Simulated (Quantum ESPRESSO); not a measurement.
Troubleshooting Quantum ESPRESSO: a failed run on Mg14AlCd (P-6m2, 16 atoms in the cell). The aim is a self-consistent single point with DFT, PBEsol, plane waves, SSSP 1.1.2 efficiency (PBE) pseudopotentials.

Cell that was meant: a = 6.2803 Å, b = 6.2803 Å, c = 10.3966 Å, α = 90.00°, β = 90.00°, γ = 120.00°.

Part of the input:

```fortran
   occupations = 'smearing',
   smearing = 'methfessel-paxton',
   degauss = 0.0073499,
   nbnd = 21,
   input_dft = 'pbesol',
/
&ELECTRONS
```

Output (repeated stretches shortened):

```
     file Mg.pbe-n-kjpaw_psl.0.3.0.UPF: wavefunction(s)  3S renormalized
     file Al.pbe-n-kjpaw_psl.1.0.0.UPF: wavefunction(s)  3S 3P renormalized
     file Cd.pbe-dn-rrkjus_psl.0.3.1.UPF: wavefunction(s)  4D renormalized

 %%%%%%%%%%%%%%%%%%%%%%%%%%%%%%%%%%%%%%%%%%%%%%%%%%%%%%%%%%%%%%%%%%%%%%%%%%%%%%
     Error in routine setup (1):
     too few bands
 %%%%%%%%%%%%%%%%%%%%%%%%%%%%%%%%%%%%%%%%%%%%%%%%%%%%%%%%%%%%%%%%%%%%%%%%%%%%%%

     stopping ...
```

Task: From the messages shown, name the fault and mend the input.

Result: The fault is too few bands; here the program stops on it instead of giving results. To fix it, raise the band count or leave it to the default. The program stopped before any SCF iteration.

An input that runs soundly differs in these lines (not the only fix; some lines may just follow from the change or write a value another way):
```diff
-   nbnd = 21,
```

With that input, the run converged in 16 iterations: free energy E − TS -8421.8201 eV; Fermi level (on the code's own zero) 4.38 eV; pressure -1.07 GPa; largest force (vector length) 0.048 eV/Å (DFT, PBEsol, plane waves, SSSP 1.1.2 efficiency (PBE) pseudopotentials).

On the sound input: the starting cell comes from a database of computed structures (which also holds hypothetical and non-ambient phases and stackings), without a prior relaxation at this level.
